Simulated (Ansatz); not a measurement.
Consider TiC in the rock salt structure (space group Fm-3m, No. 225; a = 4.333 Å; relaxed with 0.1 eV smearing).

Computed with PBE in Ansatz (plane waves to 420 eV, PAW, no spin-orbit coupling).

Base values:

```
Property   Result
--------  -------
Pressure  0.0 GPa
Band gap     zero
```

One thing is altered: an isotropic linear strain of −3.00 %, atoms relaxed at fixed cell.

Question: What happens to the energy relative to the base?

Answer: The energy rises by 71 meV/atom.

Question: Predict the new pressure.

Answer: The pressure goes from zero to 27.5 GPa.

Question: What happens to the band gap?

Answer: The band gap is still zero.

Stability against distortions was not tested. All final runs are without spin polarisation.

Ansatz is a program for electronic structure.
